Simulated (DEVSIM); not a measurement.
Device: abrupt Si n-p junction, at 300 K.

Layer 1 from the left is Si, thickness (μm) 0.150, Nd (cm⁻³) 2.6e16, τn (s) 8.8e-6, τp (s) 8.8e-6. Layer 2 from the left is Si, thickness (μm) 22.0, Na (cm⁻³) 2.2e14, τn (s) 8.8e-6, τp (s) 8.8e-6.

Left contact: ohmic. Right contact: ohmic. Voltage is applied to the left contact. Recombination: SRH at mid-gap, radiative, Auger. Mobility is μmin + (μ − μmin)/(1 + (N/Nref)^α).

This is a model device: material constants are rounded textbook-type values typed into the input, and sizes, dopings and lifetimes were drawn at random. Values at 300 K.

Si: gap (eV) 1.124, affinity (eV) 4.05, permittivity 11.7, Nc (cm⁻³) 2.86e19, Nv (cm⁻³) 3.1e19, μn (cm²/Vs) 1417, μp (cm²/Vs) 470, μn,min 52, μp,min 45, Nref,n 9.7e16, Nref,p 2.2e17, αn 0.68, αp 0.72, B (cm³/s) 4.7e-15, Cn (cm⁶/s) 2.8e-31, Cp (cm⁶/s) 9.9e-32.

Model (solved in DEVSIM): 1D drift-diffusion, Boltzmann statistics, complete ionisation; no tunnelling, impact ionisation, image-force lowering or self-heating.

Dark forward current:

| |V| (V) | |J| (A/cm²) |
|---|---|
| 0.05 | 1.617e-8 |
| 0.10 | 1.106e-7 |
| 0.15 | 7.180e-7 |
| 0.20 | 4.781e-6 |
| 0.25 | 3.239e-5 |
| 0.30 | 0.0002211 |
| 0.35 | 0.001512 |
| 0.40 | 0.01024 |
| 0.45 | 0.06540 |
| 0.50 | 0.3336 |
| 0.55 | 1.153 |
| 0.60 | 2.831 |
| 0.65 | 5.541 |
| 0.70 | 9.366 |
| 0.75 | 14.34 |
| 0.80 | 20.46 |
| 0.85 | 27.70 |
| 0.90 | 36.02 |
| 0.95 | 45.37 |
| 1.00 | 55.67 |
| 1.05 | 66.85 |
| 1.10 | 78.82 |
| 1.15 | 91.48 |
| 1.20 | 104.7 |
| 1.25 | 118.5 |
| 1.30 | 132.6 |

Task: Work out the local ideality factor n = ΔV / (kT/q · ln(J2/J1)) between the rows 0.15 and 0.20 V, 0.30 and 0.35 V, 1.25 and 1.30 V.

Result: kT/q = 25.85 mV. From 0.15 to 0.20 V: ln(4.781e-6/7.180e-7) = 1.896, n = 1.02, near the 1 of diffusion or emission over a barrier. From 0.30 to 0.35 V: ln(0.001512/0.0002211) = 1.923, n = 1.01, near the 1 of diffusion or emission over a barrier. From 1.25 to 1.30 V: ln(132.6/118.5) = 0.112, n = 17.20.

Task: Estimate the current at 0.30 V from the Shockley equation with J0 = Σ q ni² D/(N L) coth(W/L), τ joining the SRH, radiative and Auger lifetimes that are on, and W taken as the whole layer.

Result: ni² = 1.16e20 cm⁻⁶; holes in the n layer: μ = 395 cm²/Vs, D = 10.2 cm²/s, τ = 8.78e-6 s, L = 94.6 μm, W/L = 0.0016, term 4.86e-10 A/cm²; electrons in the p layer: μ = 1400 cm²/Vs, D = 36.1 cm²/s, τ = 8.80e-6 s, L = 178 μm, W/L = 0.12, term 1.39e-9 A/cm². J0 = 1.88e-9 A/cm², and J = J0 exp(qV/kT) = 0.000206 A/cm². The simulation gives 0.000221 A/cm²; the estimate lies 6.9 % below. The estimate leaves out recombination in the depletion region and that region's share of W.
